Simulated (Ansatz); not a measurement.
**Energy of rock-salt GaAs (model structure) less that of zinc-blende GaAs, by level of theory**

No measured value is used here.

```tsv
level (code)	value (meV/atom)
LDA (Ansatz)	276
PBE-D4 (Ansatz)	250
rVV10 (Ansatz)	333
```

Each level is taken at its own relaxed cell. Ansatz's density-functional and Hartree–Fock values are scalar-relativistic unless marked +SOC, with PAW data made under PBE.

A model structure was made by putting elements into a prototype or built by hand; it is no filed structure, need not be a known phase, and can be a saddle point held by its symmetry.

Ansatz is a program for electronic structure.
